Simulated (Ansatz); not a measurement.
Take AlRu in the CsCl type structure (space group Pm-3m, No. 221; a = 2.9825 Å) as the base.

Computed with r2SCAN/PAW in Ansatz (an electronic-structure program), no spin-orbit coupling.

Before the change:

| Item | Value |
|---|---|
| Pressure | 0.0 GPa |

Perturbation: every lattice vector is stretched by 3.84 %; the atoms relax in the strained cell.

**Question.** Estimate the effect on the energy relative to the base and pressure.

**Answer.** The energy increases by 107 meV/atom; the pressure goes from zero to -19.5 GPa.

No phonon test of stability was made. All final runs are without spin polarisation.
